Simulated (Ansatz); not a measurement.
## W2C: pressure 0.9 GPa

Base system: W2C (space group P-3m1, No. 164; a = 3.035 Å, c = 4.656 Å).

Modification: cell and atoms relaxed at a pressure of 0.9 GPa.

Level of theory: Ansatz (a first-principles code), PBE-D3(BJ), PAW, cutoff 420 eV, without spin-orbit coupling. Γ-centred 18×18×10 mesh, Fermi–Dirac width 0.05 eV.

| quantity | base | changed | shift |
|---|---|---|---|
| volume per atom | 12.38 Å³ | 12.35 Å³ | -0.03 Å³ |
| density | 16.98 g/cm³ | 17.02 g/cm³ | +0.046 g/cm³ |
| lattice parameter a | 3.035 Å | 3.031 Å | -0.0033 Å |
| shortest interatomic distance | 2.117 Å | 2.116 Å | -0.001 Å |
| enthalpy H = E + PV relative to the base's energy | – | +0.07 eV/atom | – |
| band gap | zero | zero | – |

Load acts through the strain it causes; cell and atoms are relaxed under it. No phonon test of stability was made. All final runs are without spin polarisation.
